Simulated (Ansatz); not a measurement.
Consider a periodic stack without vacuum, bcc W (1 1 0) on monoclinic HfO2 (0 1 0) (film strained to the substrate, started from cuts of the bulks and a machine-learned relaxation; slabs Hf10O24 and W16, which can lie off the formulas): substrate slab Hf10O24, film W16, surface cells [[0, 1], [-1, 0]] and [[-2, 0], [-3, -2]], film strained by -3.0 and -2.1 %, outermost planes O/O and W/W as cut, which need not be the usual terminations and can put a slab off its formula. Its start:

```xyz
50
Lattice="5.3525 0.0000 -0.0033 0.8663 5.0883 0.0990 0.5009 0.9097 23.8844" Properties=species:S:1:pos:R:3 pbc="T T T"
Hf     1.7875     1.7253     2.7139
Hf     4.4030     3.9674     2.3647
Hf     1.7024     3.9433     5.3526
Hf     4.4462     1.6250     4.8692
O      0.7726     0.5748     4.1026
O      5.4541     5.2152     1.1791
O      2.7840     5.2167     1.4810
O      3.4190     0.5898     3.4732
O      0.5500     2.6755     1.3436
O      5.6471     3.0637     3.8333
O      2.9667     3.0889     3.8641
O      3.2463     2.6137     1.3158
Hf     1.8031     1.5831     7.8834
Hf     4.3977     3.8717     7.5054
Hf     1.7380     3.8249    10.5297
Hf     4.4976     1.5144    10.0326
O      0.8481     0.4747     9.3216
O      5.3683     4.9827     6.1022
O      2.6938     4.9630     6.8191
O      3.5107     0.4902     8.5828
O      0.5168     2.5034     6.4483
O      5.6810     2.9594     8.9730
O      3.0001     2.9559     9.0223
O      3.1908     2.5012     6.3780
Hf     1.8987     1.5050    13.0213
Hf     4.4413     3.7133    12.6879
O      0.6873     0.7576    14.5326
O      5.4057     4.8859    11.2925
O      2.7263     4.8340    12.0214
O      3.3772     0.1418    13.9776
O      5.8957     2.3671    11.5758
O      5.9498     3.0870    13.9779
O      3.1748     2.7079    14.0780
O      3.2154     2.3736    11.5064
W      2.0250     5.0877    16.4183
W      4.5619     5.0522    16.1552
W      5.7715     2.4488    15.8923
W      3.1305     2.5466    16.1686
W      4.7778     1.1918    18.3764
W      2.1177     1.2056    18.4976
W      3.8740     3.7323    18.5092
W      1.1623     3.6938    18.4856
W      3.0099     2.3940    20.8599
W      5.6879     2.3977    20.7988
W      2.1092     4.9382    20.8944
W      4.7815     4.9380    20.8423
W      1.1600     3.5910    23.1779
W      3.8114     3.6470    23.1780
W      4.9094     1.0405    23.0399
W      2.2458     1.0773    23.1999
```

The start was prepared with a machine-learned potential, and the result is one local minimum, with the in-plane cell held and forces under 0.04 eV/Å; the film can end far from its bulk form.

Calculation: PBE (plane waves to 420 eV, PAW; Ansatz, a program for electronic structure). Spin–orbit coupling is left out; the runs are not spin-polarised. Its k-point mesh 5×5×1, Fermi–Dirac width 0.05 eV.

### Question
Predict the relaxed interface.

### Answer
* **interface area**: 27.2 Å²
* **period**: 23.56 Å
* **heights between the nearest atoms of the two slabs at the two interfaces**: 1.26 and 1.74 Å
* **Hf–W contacts across the interfaces within 1.22 times the sum of covalent radii**: 14, mean 3.60 Å
* **O–W contacts across the interfaces within 1.22 times the sum of covalent radii**: 11, mean 2.04 Å
